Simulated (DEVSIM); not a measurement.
Device: abrupt GaAs n-p junction, at 300 K.

```csv
layer (left to right),material,thickness (μm),Nd (cm⁻³),Na (cm⁻³),τn (s),τp (s)
1,GaAs,0.290,1.2e17,-,2e-9,2e-9
2,GaAs,190,-,3e15,2e-9,2e-9
```

Left contact: ohmic. Right contact: ohmic. Voltage is applied to the left contact. Recombination: SRH at mid-gap, Auger. Mobility is constant in doping.

This is a model device: material constants are rounded textbook-type values typed into the input, and sizes, dopings and lifetimes were drawn at random. Values at 300 K.

```tsv
parameter	GaAs
gap (eV)	1.424
affinity (eV)	4.07
permittivity	12.9
Nc (cm⁻³)	4.7e17
Nv (cm⁻³)	9e18
μn (cm²/Vs)	8500
μp (cm²/Vs)	400
Cn (cm⁶/s)	1e-30
Cp (cm⁶/s)	1e-30
```

Simulated with DEVSIM: 1D drift-diffusion, Boltzmann statistics, complete ionisation; no tunnelling, impact ionisation, image-force lowering or self-heating.

Question: Give the dark forward current.

Answer: 
(V (V), J (A/cm²)): (-0.05, -6.6e-10); (-0.20, -1.9e-8); (-0.35, -3.8e-7); (-0.50, -7.8e-6); (-0.60, -6.1e-5); (-0.75, -0.0017); (-0.90, -0.11); (-1.05, -1.0); (-1.20, -2.4); (-1.35, -3.8); (-1.45, -4.8); (-1.60, -6.4); (-1.75, -7.9); (-1.90, -9.5)
